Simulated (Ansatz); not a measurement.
# Pd, response to strain

The parent structure is Pd in the fcc (Cu type) structure (space group Fm-3m, No. 225; a = 3.8414 Å; relaxed with 0.1 eV smearing). Axes: x, y, z lie along the cube axes.

Strains are applied to the cell and any free atomic positions relax; under biaxial strain the out-of-plane vector relaxes too.

The values are results of LDA (Ansatz, a first-principles code; PAW; 420 eV plane waves; without spin-orbit coupling), not measurements.

Notes on the quantities. in-plane stress: mean in-plane stress (compression positive).

```json
[
 {"variant": "base", "shortest interatomic distance": "5.133 bohr", "in-plane stress": "–", "out-of-plane strain": "–"},
 {"variant": "biaxial strain −3.00 %, plane normal [001], relaxed out of plane", "shortest interatomic distance": "4.979 bohr", "in-plane stress": "+7.0 GPa", "out-of-plane strain": "+4.41 %"},
 {"variant": "biaxial strain −2.50 %, plane normal [001], relaxed out of plane", "shortest interatomic distance": "5.005 bohr", "in-plane stress": "+5.6 GPa", "out-of-plane strain": "+3.68 %"},
 {"variant": "biaxial strain −2.00 %, plane normal [001], relaxed out of plane", "shortest interatomic distance": "5.030 bohr", "in-plane stress": "+4.3 GPa", "out-of-plane strain": "+2.94 %"},
 {"variant": "biaxial strain −1.50 %, plane normal [001], relaxed out of plane", "shortest interatomic distance": "5.056 bohr", "in-plane stress": "+3.1 GPa", "out-of-plane strain": "+2.20 %"},
 {"variant": "biaxial strain −1.00 %, plane normal [001], relaxed out of plane", "shortest interatomic distance": "5.082 bohr", "in-plane stress": "+2.0 GPa", "out-of-plane strain": "+1.47 %"},
 {"variant": "biaxial strain −0.50 %, plane normal [001], relaxed out of plane", "shortest interatomic distance": "5.107 bohr", "in-plane stress": "+0.9 GPa", "out-of-plane strain": "+0.74 %"},
 {"variant": "biaxial strain +1.00 %, plane normal [001], relaxed out of plane", "shortest interatomic distance": "5.121 bohr", "in-plane stress": "-1.6 GPa", "out-of-plane strain": "-1.48 %"},
 {"variant": "biaxial strain +2.00 %, plane normal [001], relaxed out of plane", "shortest interatomic distance": "?", "in-plane stress": "?", "out-of-plane strain": "?"},
 {"variant": "biaxial strain +3.00 %, plane normal [001], relaxed out of plane", "shortest interatomic distance": "5.098 bohr", "in-plane stress": "-3.8 GPa", "out-of-plane strain": "-4.51 %"}
]
```

Q: What belongs in the blanks?

A: 
- biaxial strain +2.00 %, plane normal [001], relaxed out of plane, shortest interatomic distance: 5.109 bohr
- biaxial strain +2.00 %, plane normal [001], relaxed out of plane, in-plane stress: -2.9 GPa
- biaxial strain +2.00 %, plane normal [001], relaxed out of plane, out-of-plane strain: -2.98 %

No phonon test of stability was made. The final runs are not spin-polarised.
